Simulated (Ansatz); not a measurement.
The parent structure is Li in the bcc (W type) structure (space group Im-3m, No. 229; a = 3.434 Å).

All numbers come from plane-wave PAW DFT at the PBEsol level (Ansatz, a quantum-chemistry and plane-wave program, 420 eV), scalar-relativistic without spin-orbit coupling.

Base values:

- Lattice parameter a = 3.434 Å

One thing is altered: a hydrostatic pressure of 9 GPa.

Problem. What happens to the lattice parameter a?

Solution. The lattice parameter a drops by 0.389 Å (3.434 Å → 3.045 Å).

Load acts through the strain it causes; cell and atoms are relaxed under it. No phonon test of stability was made. Measured, Li leaves this structure (for fcc) near 7.5 GPa (temperature not stated; as listed in Olga Degtyareva, NATO science for peace and security series. B, Physics and biophysics (2010)).
